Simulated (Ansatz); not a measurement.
## A computed series for hypothetical fluorite TeO2: pressure series

Consider TeO2 in the fluorite structure (space group Fm-3m, No. 225; a = 5.3853 Å; a hypothetical phase, not in the database extracts checked).

Cell and atoms are relaxed at each pressure.

Level of theory: Kohn–Sham DFT with the PBE functional, run in Ansatz (a program for electronic structure) with PAW and 420 eV plane waves, scalar-relativistic without spin-orbit coupling, earlier PAW set.

| variant | lattice parameter a | electron mass |
|---|---|---|
| base | 5.385 Å | 0.89 mₑ along k, 0.23 mₑ across (off the special points) |
| pressure −2 GPa | 5.408 Å | 0.91 mₑ along k, 0.23 mₑ across (off the special points) |
| pressure −1 GPa | 5.397 Å | 0.92 mₑ along k, 0.23 mₑ across (off the special points) |
| pressure 1.8 GPa | 5.366 Å | 0.88 mₑ along k, 0.23 mₑ across (off the special points) |
| pressure 4.2 GPa | 5.341 Å | 0.84 mₑ along k, 0.23 mₑ across (off the special points) |
| pressure 9 GPa | 5.296 Å | 0.77 mₑ along k, 0.25 mₑ across (off the special points) |
| pressure 18 GPa | 5.224 Å | 0.71 mₑ along k, 0.25 mₑ across (off the special points) |
| pressure 30 GPa | 5.144 Å | 0.65 mₑ along k, 0.26 mₑ across (off the special points) |
| pressure 45 GPa | 5.062 Å | 0.59 mₑ along k, 0.26 mₑ across (off the special points) |
| pressure 60 GPa | 4.993 Å | 0.58 mₑ along k, 0.28 mₑ across (off the special points) |

Spin-orbit coupling, missing from the scalar runs, can matter with Te. The levels and masses belong to the bands next to the band gap. Load acts through the strain it causes; cell and atoms are relaxed under it. Masses are band curvatures over ±0.01 Å⁻¹ around the edge. Along k means along the line from Γ to the band edge. Whether these cells are dynamically stable was not tested. No other phases were tried under pressure.
